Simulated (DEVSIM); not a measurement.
System: abrupt GaAs p-n junction, at 250 K.

| layer (left to right) | material | thickness (μm) | Nd (cm⁻³) | Na (cm⁻³) | τn (s) | τp (s) |
|---|---|---|---|---|---|---|
| 1 | GaAs | 0.620 | - | 2.5e15 | 2e-8 | 2e-8 |
| 2 | GaAs | 20.0 | 3.2e16 | - | 2e-8 | 2e-8 |

Left contact: ohmic. Right contact: ohmic. Voltage is applied to the left contact. Recombination: SRH at mid-gap, radiative, Auger. Mobility is μmin + (μ − μmin)/(1 + (N/Nref)^α).

The device is made up for the run: typed textbook-type constants, with dimensions and the other settings drawn at random. Values at 300 K; Nc and Nv go as T^1.5, mobilities as T to minus their exponent, the gap by Varshni's rule with the affinity fixed.

| parameter | GaAs |
|---|---|
| gap (eV) | 1.424 |
| affinity (eV) | 4.07 |
| permittivity | 12.9 |
| Nc (cm⁻³) | 4.7e17 |
| Nv (cm⁻³) | 9e18 |
| μn (cm²/Vs) | 8500 |
| μp (cm²/Vs) | 400 |
| μn,min | 500 |
| μp,min | 20 |
| Nref,n | 6e16 |
| Nref,p | 1.5e17 |
| αn | 0.39 |
| αp | 0.38 |
| T exponent of μn | 2.1 |
| T exponent of μp | 2.2 |
| B (cm³/s) | 2e-10 |
| Cn (cm⁶/s) | 1e-30 |
| Cp (cm⁶/s) | 1e-30 |
| Varshni α (eV/K) | 0.000541 |
| Varshni β (K) | 204 |

DEVSIM, 1D drift-diffusion, Boltzmann statistics, complete ionisation; no tunnelling, impact ionisation, image-force lowering or self-heating.

Problem. Tabulate band edges, carrier densities and field at -20.0 V on the left contact.

Solution. Energies count from the Fermi level of the right contact; mesh points crowd at the junctions.

```csv
x (μm),Ec (eV),Ev (eV),n (cm⁻³),p (cm⁻³),field (V/cm)
0.000,21.276,19.829,< 1e2,2.5e15,-220000
0.02722,20.666,19.220,< 1e2,1300,-220000
0.08281,19.414,17.968,< 1e2,< 1e2,-230000
0.1964,16.822,15.375,< 1e2,< 1e2,-230000
0.4475,10.928,9.482,< 1e2,< 1e2,-240000
0.5489,8.486,7.040,< 1e2,< 1e2,-240000
0.5985,7.278,5.832,< 1e2,< 1e2,-240000
0.6307,6.494,5.048,< 1e2,< 1e2,-240000
0.6712,5.558,4.112,< 1e2,< 1e2,-220000
0.7526,3.901,2.454,< 1e2,< 1e2,-190000
0.9354,1.261,-0.185,< 1e2,< 1e2,-100000
1.536,0.052,-1.394,3.2e16,< 1e2,≈ 0
2.633,0.052,-1.394,3.2e16,< 1e2,≈ 0
5.012,0.052,-1.394,3.2e16,< 1e2,≈ 0
12.13,0.052,-1.394,3.2e16,< 1e2,≈ 0
16.71,0.052,-1.394,3.2e16,< 1e2,≈ 0
18.83,0.052,-1.394,3.2e16,< 1e2,≈ 0
19.81,0.052,-1.394,3.2e16,< 1e2,≈ 0
20.34,0.052,-1.394,3.2e16,< 1e2,≈ 0
20.50,0.052,-1.394,3.2e16,< 1e2,≈ 0
20.58,0.052,-1.394,3.2e16,< 1e2,≈ 0
20.62,0.052,-1.394,3.2e16,< 1e2,≈ 0
```
